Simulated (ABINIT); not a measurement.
**Input and output of a self-consistent single point for KHF2 (I4/mcm, 8 atoms in the cell) (ABINIT)**

Computed with LDA (PW92), PAW (JTH v2.0 LDA PAW) (plane waves; ABINIT 10.0.3).

The input file:

```
# KHF2, JTH v2.0 LDA PAW
pp_dirpath "./"
pseudos "K.LDA_PW-JTH.xml, H.LDA_PW-JTH.xml, F.LDA_PW-JTH.xml"
acell 3*1.0 Angstrom
rprim
        -2.7994550000    2.7994550000    3.3528350000
         2.7994550000   -2.7994550000    3.3528350000
         2.7994550000    2.7994550000   -3.3528350000
natom 8
ntypat 3
znucl 19 1 9
typat 1 1 2 2 3 3 3 3
xred
         0.7500000000    0.7500000000    0.0000000000
         0.2500000000    0.2500000000    0.0000000000
         0.5000000000    0.0000000000    0.5000000000
         0.0000000000    0.5000000000    0.5000000000
         0.3559400000    0.8559400000    0.2118800000
         0.6440600000    0.1440600000    0.7881200000
         0.8559400000    0.6440600000    0.5000000000
         0.1440600000    0.3559400000    0.5000000000
ecut 60 Ry
pawecutdg 120 Ry
pawovlp -1
ixc 7
occopt 3
tsmear 0.05 eV
nband 31
kptopt 1
ngkpt 7 7 7
nshiftk 1
shiftk 0 0 0
nstep 80
tolvrs 1.0e-10
prtwf 0
prtden 0
enunit 1
```

Output, abridged:

```
 Symmetries : space group I4/m c m (#140); Bravais tI (body-center tetrag.)

 -outvars: echo values of preprocessed input variables --------
            acell      1.8897261329E+00  1.8897261329E+00  1.8897261329E+00 Bohr
             ecut      3.00000000E+01 Hartree
           enunit           1
              ixc           7
         kptrlatt        7    0    0      0    7    0      0    0    7
          kptrlen      6.86273645E+01
            natom           8
            nband          31
            ngfft          50      50      50
          ngfftdg          72      72      72
             nkpt          40
            nstep          80
             nsym          16
           ntypat           3
           occopt           3
        pawecutdg      6.00000000E+01 Hartree
          pawovlp     -1.0000000000E+00
            rprim     -2.7994550000E+00  2.7994550000E+00  3.3528350000E+00
                       2.7994550000E+00 -2.7994550000E+00  3.3528350000E+00
                       2.7994550000E+00  2.7994550000E+00 -3.3528350000E+00
          spgroup         140
           tolvrs      1.00000000E-10
           tsmear      1.83746627E-03 Hartree
            typat      1  1  2  2  3  3  3  3
           useylm           1
             xred      7.5000000000E-01  7.5000000000E-01  0.0000000000E+00
                       2.5000000000E-01  2.5000000000E-01  0.0000000000E+00
                       5.0000000000E-01  0.0000000000E+00  5.0000000000E-01
                       0.0000000000E+00  5.0000000000E-01  5.0000000000E-01
                       3.5594000000E-01  8.5594000000E-01  2.1188000000E-01
                       6.4406000000E-01  1.4406000000E-01  7.8812000000E-01
                       8.5594000000E-01  6.4406000000E-01  5.0000000000E-01
                       1.4406000000E-01  3.5594000000E-01  5.0000000000E-01
            znucl       19.00000    1.00000    9.00000

== DATASET  1 ==================================================================

 Exchange-correlation functional for the present dataset will be:
  LDA: Perdew-Wang 92 LSD fit to Ceperley-Alder data - ixc=7
 Citation for XC functional:
  J.P.Perdew and Y.Wang, PRB 45, 13244 (1992)

 Real(R)+Recip(G) space primitive vectors, cartesian coordinates (Bohr,Bohr^-1):
 R(1)= -5.2902033  5.2902033  6.3359399  G(1)=  0.0000000  0.0945143  0.0789149
 R(2)=  5.2902033 -5.2902033  6.3359399  G(2)=  0.0945143  0.0000000  0.0789149
 R(3)=  5.2902033  5.2902033 -6.3359399  G(3)=  0.0945143  0.0945143  0.0000000
 Unit cell volume ucvol=  7.0927681E+02 bohr^3
 Angles (23,13,12)=  1.14686981E+02  1.14686981E+02  9.94785724E+01 degrees

 Coarse grid specifications (used for wave-functions):

 getcut: wavevector=  0.0000  0.0000  0.0000  ngfft=  50  50  50
         ecut(hartree)=     30.000   => boxcut(ratio)=   2.06918

 Fine grid specifications (used for densities):

 getcut: wavevector=  0.0000  0.0000  0.0000  ngfft=  72  72  72
         ecut(hartree)=     60.000   => boxcut(ratio)=   2.10617

   2.33004271E+03                                ecore*ucvol(ha*bohr**3)

_setup2: Arith. and geom. avg. npw (full set) are    5567.117    5567.107

--- !BeginCycle
solver: {iscf: 17, nstep: 80, nline: 4, wfoptalg: 10, }
tolerances: {tolvrs: 1.00E-10, }
...

     iter   Etot(hartree)      deltaE(h)  residm     nres2
 ETOT  1  -155.87317022485    -1.559E+02 1.965E-01 7.646E+01
 ETOT  2  -156.11791335434    -2.447E-01 9.256E-03 4.322E+01
 ETOT  3  -156.09160498748     2.631E-02 4.649E-03 4.552E+00
 ETOT  4  -156.08898480396     2.620E-03 3.552E-03 7.453E-01
 ETOT  5  -156.08872912580     2.557E-04 1.186E-03 6.271E-02
 ETOT  6  -156.08873339269    -4.267E-06 3.715E-04 2.589E-03
   [... 4 lines left out ...]
 ETOT 11  -156.08873307726     5.012E-10 7.110E-05 6.127E-08
 ETOT 12  -156.08873307726     2.245E-12 1.522E-04 5.489E-09
 ETOT 13  -156.08873307725     3.240E-12 4.043E-05 5.959E-10
 ETOT 14  -156.08873307725    -1.165E-12 8.188E-05 1.652E-10
 ETOT 15  -156.08873307725    -8.811E-13 2.066E-05 1.668E-12

 At SCF step   15       nres2   =  1.67E-12 < tolvrs=  1.00E-10 =>converged.

 Cartesian components of stress tensor (hartree/bohr^3)
  sigma(1 1)=  8.56239262E-05  sigma(3 2)=  0.00000000E+00
  sigma(2 2)=  8.56239262E-05  sigma(3 1)=  0.00000000E+00
  sigma(3 3)=  9.67650916E-05  sigma(2 1)=  0.00000000E+00

 ----iterations are completed or convergence reached----

 reduced coordinates (array xred) for    8 atoms
       0.750000000000      0.750000000000      0.000000000000
       0.250000000000      0.250000000000      0.000000000000
       0.500000000000      0.000000000000      0.500000000000
       0.000000000000      0.500000000000      0.500000000000
       0.355940000000      0.855940000000      0.211880000000
       0.644060000000      0.144060000000      0.788120000000
       0.855940000000      0.644060000000      0.500000000000
       0.144060000000      0.355940000000      0.500000000000
 cartesian forces (eV/Angstrom) at end:
    1     -0.00000000000000    -0.00000000000000    -0.00000000000000
    2     -0.00000000000000    -0.00000000000000    -0.00000000000000
    3     -0.00000000000000    -0.00000000000000    -0.00000000000000
    4     -0.00000000000000    -0.00000000000000    -0.00000000000000
    5     -0.11883877963912    -0.11883877963912    -0.00000000000000
    6      0.11883877963912     0.11883877963912    -0.00000000000000
    7      0.11883877963912    -0.11883877963912    -0.00000000000000
    8     -0.11883877963912     0.11883877963912     0.00000000000000
 frms,max,avg= 6.8611601E-02 1.1883878E-01   0.000E+00  0.000E+00  0.000E+00 e/A
 length scales=  1.889726132886  1.889726132886  1.889726132886 bohr
              =  1.000000000000  1.000000000000  1.000000000000 angstroms
 Fermi (or HOMO) energy (eV) =  -0.73614   Average Vxc (eV)=  -9.24540
 Eigenvalues (   eV  ) for nkpt=  40  k points:
 kpt#   1, nband= 31, wtk=  0.00292, kpt=  0.0000  0.0000  0.0000 (reduced coord)
 -27.05671  -26.91060  -22.12463  -21.93657  -20.83416  -20.83416  -11.17950  -10.77564
 -10.77564  -10.67877  -10.67877  -10.41397   -6.74463   -6.23323   -3.24765   -3.24765
  -3.12768   -2.70768   -2.43436   -2.30206   -2.30206   -2.15954   -2.15954   -2.08419
   4.85031    7.70842    8.60574    8.67277    9.62637    9.62637   11.59278
 prteigrs : prtvol=0 or 1, do not print more k-points.

--- !EnergyTerms
comment             : Components of total free energy in Hartree
kinetic             :  5.54837912753047E+01
hartree             :  4.58991390806004E+01
xc                  : -2.16447014078503E+01
Ewald energy        : -1.02757234216116E+02
psp_core            :  3.28509641306730E+00
local_psp           : -1.46672189558785E+02
spherical_terms     :  1.03173651242043E+01
internal            : -1.56088733289575E+02
'-kT*entropy'       : -4.77488401049387E-14
total_energy        : -1.56088733289575E+02
total_energy_eV     : -4.24739043776377E+03
...

-Cartesian components of stress tensor (GPa)         [Pressure= -2.6284E+00 GPa]
- sigma(1 1)=  2.51914246E+00  sigma(3 2)=  0.00000000E+00
- sigma(2 2)=  2.51914246E+00  sigma(3 1)=  0.00000000E+00
- sigma(3 3)=  2.84692680E+00  sigma(2 1)=  0.00000000E+00

 Calculation completed.
```

The run converged in 15 iterations.

The starting cell comes from a database of computed structures (which also holds hypothetical and non-ambient phases and stackings), without a prior relaxation at this level.

These are the values that this program gave, and no reference: the one-centre exchange-correlation terms come from a truncated expansion.

Cost on one core of a shared machine: roughly 10 min.
